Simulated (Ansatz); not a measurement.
We consider Bi2O2Te (within 0.1 Å of I4/mmm, No. 139, 5 atoms in the cell; start mp-755419), described by LDA in Ansatz (PAW).

Numerical settings: plane-wave cutoff 520 eV, 14×14×10 k mesh (along the axes of the cell as run), Fermi–Dirac smearing 0.05 eV, scalar-relativistic PAW data made under PBE.

Cell (relaxed at this level):

```
Bi2O2Te
1.0
    3.93545     0.00052    -0.00993
   -0.00049     3.93601    -0.01601
   -1.95235    -1.94479     6.26605
Bi Te O
2 1 2
Direct
  0.65382   0.65351   0.30636
  0.34936   0.34936   0.69724
  0.00153   0.00155   0.00182
  0.75154   0.25154   0.50179
  0.25159   0.75145   0.50183
```

Task: Give the computed bulk modulus.

Result: 
bulk modulus: 83.4 GPa

The run finds no gap.

Note: the bulk modulus is −V dP/dV from two relaxed cells at ±2 % in volume.

Spin–orbit coupling is not included; it can open a gap where bands touch, and shift volumes and moduli.

Computed values are for the static lattice.

A start named mp-… is a Materials Project structure, which need not be a measured phase.

Ansatz is an electronic-structure program.
